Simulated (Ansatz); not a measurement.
The starting structures come from a database of crystals and need not be the phases stable at ambient conditions.

Tunnelling through a barrier is set by its complex band structure: the current falls as exp(−2κd) with the smallest κ.

Data:

```yaml
crystal:
  lattice:
    - [5.19373, -0.03557, 0.00000]
    - [-1.26574, 9.11819, 0.00000]
    - [-0.63287, 4.55910, 3.96453]
  atoms:
    - { symbol: Sn, position: [0.50000, 0.29095, 0.41811] }
    - { symbol: Sn, position: [0.50000, 0.70905, 0.58189] }
    - { symbol: Sn, position: [0.99461, 0.78730, 0.00000] }
    - { symbol: Sn, position: [0.00539, 0.21270, 0.00000] }
    - { symbol: O, position: [0.69391, 0.61157, 0.00000] }
    - { symbol: O, position: [0.30609, 0.38843, 0.00000] }
    - { symbol: F, position: [0.79982, 0.51551, 0.62305] }
    - { symbol: F, position: [0.20018, 0.48449, 0.37695] }
    - { symbol: F, position: [0.20018, 0.86144, 0.62305] }
    - { symbol: F, position: [0.79982, 0.13856, 0.37695] }
```

Space group of this cell: C2/m. The cell was relaxed by PBE-D3(BJ); by PBEsol its mean pressure is -1.9 GPa.

Transport runs along the normal of the first two printed cell vectors.

The gap is the functional's own. No spin-orbit coupling. Mid-gap values are interpolated on the energy grid.

Task: Predict the band gap and the smallest decay constant κ at mid-gap from PBEsol run with Ansatz (a program for electronic structure).

Result: Gap 2.42 eV on a 6×8×8 mesh; κ = 0.272 1/Å, at (-0.167, 0.250) of the in-plane reciprocal vectors. At the zone centre, at the nearest computed energy, the slowest state has κ = 0.28 1/Å.
